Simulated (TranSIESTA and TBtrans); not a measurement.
Junction: Al rod with one Ti atom on the axis. Leads: fcc Al rod along [100], layers of 5 and 4 atoms, a = 4.04 Å. Geometry: 13 atoms about the centre moved by SIESTA (PBE, SZP) to a largest force of 0.03 eV/Å, all others as built. Transport runs along z; the first 18 and the last 18 of the 72 atoms are the lead cells, repeated to infinity.

```xyz
72
Lattice="14.213 0.000 0.000 0.000 14.213 0.000 0.000 0.000 32.320" Properties=species:S:1:pos:R:3 pbc="F F T"
Al     7.107     7.107     0.000
Al     9.963     7.107     0.000
Al     7.107     9.963     0.000
Al     4.250     7.107     0.000
Al     7.107     4.250     0.000
Al     8.535     8.535     2.020
Al     5.678     8.535     2.020
Al     8.535     5.678     2.020
Al     5.678     5.678     2.020
Al     7.107     7.107     4.040
Al     9.963     7.107     4.040
Al     7.107     9.963     4.040
Al     4.250     7.107     4.040
Al     7.107     4.250     4.040
Al     8.535     8.535     6.060
Al     5.678     8.535     6.060
Al     8.535     5.678     6.060
Al     5.678     5.678     6.060
Al     7.107     4.250     8.080
Al     4.250     7.107     8.080
Al     7.107     7.107     8.080
Al     9.963     7.107     8.080
Al     7.107     9.963     8.080
Al     5.678     5.678    10.100
Al     8.535     5.678    10.100
Al     5.678     8.535    10.100
Al     8.535     8.535    10.100
Al     7.107     4.250    12.120
Al     4.250     7.107    12.120
Al     7.107     7.107    12.120
Al     9.963     7.107    12.120
Al     7.107     9.963    12.120
Al     5.621     5.621    14.102
Al     8.592     5.621    14.102
Al     5.621     8.592    14.102
Al     8.592     8.592    14.102
Al     7.107     4.300    16.160
Al     4.300     7.107    16.160
Ti     7.107     7.107    16.160
Al     9.913     7.107    16.160
Al     7.107     9.913    16.160
Al     5.621     5.621    18.218
Al     8.592     5.621    18.218
Al     5.621     8.592    18.218
Al     8.592     8.592    18.218
Al     7.107     4.250    20.200
Al     4.250     7.107    20.200
Al     7.107     7.107    20.200
Al     9.963     7.107    20.200
Al     7.107     9.963    20.200
Al     5.678     5.678    22.220
Al     8.535     5.678    22.220
Al     5.678     8.535    22.220
Al     8.535     8.535    22.220
Al     7.107     7.107    24.240
Al     9.963     7.107    24.240
Al     7.107     9.963    24.240
Al     4.250     7.107    24.240
Al     7.107     4.250    24.240
Al     8.535     8.535    26.260
Al     5.678     8.535    26.260
Al     8.535     5.678    26.260
Al     5.678     5.678    26.260
Al     7.107     7.107    28.280
Al     9.963     7.107    28.280
Al     7.107     9.963    28.280
Al     4.250     7.107    28.280
Al     7.107     4.250    28.280
Al     8.535     8.535    30.300
Al     5.678     8.535    30.300
Al     8.535     5.678    30.300
Al     5.678     5.678    30.300
```

Run with TranSIESTA and TBtrans (open boundaries, self-consistent; PseudoDojo norm-conserving potentials, scalar-relativistic): Spin polarized, PAO.BasisSize SZP, PAO.EnergyShift 0.15 eV, XC.Authors PBE, Mesh.Cutoff 150 Ry, ElectronicTemperature 300 K, TBT.Elecs.Eta 0.001 eV.

**Question.** Give the current of both spins against bias, self-consistently and from the zero-bias transmission integrated over the bias window.

**Answer.** 
```
V (V)  I self-consistent (μA)  I from the zero-bias T(E) (μA)
-----  ----------------------  ------------------------------
0.2                      73.7                            74.2
0.4                       148                             151
0.6                       213                             231
```

Positive bias raises the left lead's chemical potential. The energy step is 0.02 eV; narrower resonances are cut or missed.

Moments were seeded on the central atoms alone, and one start was tried. The leads' channel count changes near 0.03 eV, within the thermal window, so values at the Fermi level hang on where that band edge falls. Moving central atoms between leads that stay as built scatters by itself, most near band edges, so not all of the loss belongs to a defect.
